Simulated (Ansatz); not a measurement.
System: interstitial Li in silicon (charge state +1). The step: a direct jump of one Li atom; the atom moves 2.36 Å along (-0.25, 0.25, -0.25) of the unit cell; the moving atom starts with neighbours 4 Si at 2.45, 6 Si at 2.75 Å and ends with 4 Si at 2.45, 6 Si at 2.75 Å. DFT values are from Ansatz (plane-wave PAW, 420 eV unless said) in a cell of 216 host sites, spin-restricted, static, with no finite-size correction. The charge state is imposed; whether it is stable for some Fermi level was not computed. Sites that were not tried may lie lower. For the PBE band: the saddle point's order was not checked, and it lies on a symmetry element of the cell, where a band can be held.

```tsv
Level	Forward barrier (eV)	Cost of the band or of the saddle's single point
CHGNet universal potential (has no charge state), its own band	0.21	-
PBE, the Γ point alone, band relaxed	0.60	about 70 core-minutes (a rough figure)
PBE, a 2×2×2 k-point mesh shifted by half a step, same geometries	0.59	around 25 core-minutes (rough)
r2SCAN at 500 eV, the Γ point alone, same geometries	[?]	very roughly 6 core-minutes
```

**Question.** Some entries are withheld; supply them.

**Answer.** 
- r2SCAN at 500 eV, the Γ point alone, same geometries, Forward barrier (eV): 0.63

Ansatz is a first-principles code.
